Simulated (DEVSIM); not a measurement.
Structure: Schottky contact on n-type Ge, at 300 K.

```csv
layer (left to right),material,thickness (μm),Nd (cm⁻³),τn (s),τp (s)
1,Ge,1.10,1.7e15,0.00022,0.00022
```

Left contact: Schottky, work function 4.39 eV, emission velocity 1.7e6 cm/s. Right contact: ohmic. Voltage is applied to the left contact. Recombination: SRH at mid-gap. Mobility is constant in doping.

This is a model device: material constants are rounded textbook-type values typed into the input, and sizes, dopings and lifetimes were drawn at random. Values at 300 K; Nc and Nv go as T^1.5, mobilities as T to minus their exponent, the gap by Varshni's rule with the affinity fixed.

```
parameter               Ge
----------------  --------
gap (eV)             0.664
affinity (eV)            4
permittivity            16
Nc (cm⁻³)          1.04e19
Nv (cm⁻³)             6e18
μn (cm²/Vs)           3900
μp (cm²/Vs)           1900
T exponent of μn      1.66
T exponent of μp      2.33
Varshni α (eV/K)  0.000477
Varshni β (K)          235
```

Simulated with DEVSIM: 1D drift-diffusion, Boltzmann statistics, complete ionisation; no tunnelling, impact ionisation, image-force lowering or self-heating. Metal contacts follow the ideal Schottky-Mott rule: no Fermi-level pinning, no interface dipoles.

The temperature was swept, all else fixed.

```tsv
temperature (K)	potential step across the device at zero bias (V)	largest field in the device at zero bias (V/cm)
250	0.208	8500
300	0.165	7400
350	0.121	6700
400	0.088	9400
450	0.083	18000
500	0.089	33000
```

From the first row to the last the potential step across the device at zero bias goes from 0.208 to 0.089. From the first row to the last the largest field in the device at zero bias goes from 8500 to 33000.
